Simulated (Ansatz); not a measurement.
# CsPbCl3: carrier doping

The parent structure is CsPbCl$_{3}$ in the cubic perovskite structure (space group Pm-3m, No. 221; a = 5.7356 Å).

Carriers are added at fixed cell with a uniform background; the Fermi–Dirac width is that of 300 K.

The values are results of PBE (Ansatz, a quantum-chemistry and plane-wave program), no SOC, not measurements.

Candidates:
(a) holes 5.0×10^21 cm⁻³
(b) holes 3.0×10^21 cm⁻³
(c) holes 2.0×10^21 cm⁻³

Base values:

| Property | Result |
|---|---|
| Gap between the host's bands | 2.21 eV |

### Question
Order them by gap between the host's bands, highest first.

### Answer
(a) holes 5.0×10^21 cm⁻³ (2.43 eV), (b) holes 3.0×10^21 cm⁻³ (2.33 eV), (c) holes 2.0×10^21 cm⁻³ (2.29 eV)

Charged cell with a jellium background: band edges are those of the host's band count, energies are not comparable with the neutral cell, and many-body gap narrowing is missing. Spin-orbit coupling, missing from the scalar runs, can matter with Pb. No phonon test of stability was made. Many cubic perovskites are stable only at high temperature; tilts and polar distortions were not tested. This is not the structure that CsPbCl3 has at room temperature and ambient pressure.
